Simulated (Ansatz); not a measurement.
**Response to strain in hypothetical cubic perovskite CaSnSe3**

The reference is CaSnSe3 in the cubic perovskite structure (space group Pm-3m, No. 221; a hypothetical phase, not in the database extracts checked).

```
CaSnSe3
1.0
    5.28904     0.00000     0.00000
    0.00000     5.28904     0.00000
    0.00000     0.00000     5.28904
Ca Sn Se
1 1 3
Direct
  0.00000   0.00000   0.00000
  0.50000   0.50000   0.50000
  0.00000   0.50000   0.50000
  0.50000   0.50000   0.00000
  0.50000   0.00000   0.50000
```

Cartesian axes are those of the cell as printed.

Strains are applied to the cell and any free atomic positions relax; under biaxial strain the out-of-plane vector relaxes too; under stress the whole cell relaxes.

The values are results of PBE, PAW, 420 eV (Ansatz, a first-principles code; no spin-orbit coupling), not measurements.

Notes on the quantities. energy relative to the base: free energy F; pressure: mean of the normal stresses, compression positive.

| change | energy relative to the base | space group | pressure | volume per atom |
|---|---|---|---|---|
| base | 0 meV/atom | Pm-3m (No. 221) | 0.0 GPa | 29.59 Å³ |
| biaxial strain −4.41 %, plane normal [001], relaxed out of plane | +43 meV/atom | P4/mmm (No. 123) | 3.9 GPa | 27.71 Å³ |
| biaxial strain −4.68 %, plane normal [110], relaxed out of plane | +31 meV/atom | Cmmm (No. 65) | 2.6 GPa | 28.26 Å³ |
| uniaxial strain ε_xx = −3.65 % | +13 meV/atom | P4/mmm (No. 123) | 1.9 GPa | 28.51 Å³ |
| uniaxial stress, 3 GPa compression along z | +7.9 meV/atom | P4/mmm (No. 123) | – | 29.03 Å³ |

Without a gap, meshes like the base's 9×9×9 leave anisotropic stresses uncertain by several tenths of a GPa, and small strain energies with them. Stability under load was not tested beyond the relaxation. The final runs are not spin-polarised. Many cubic perovskites are stable only at high temperature; tilts and polar distortions were not tested.
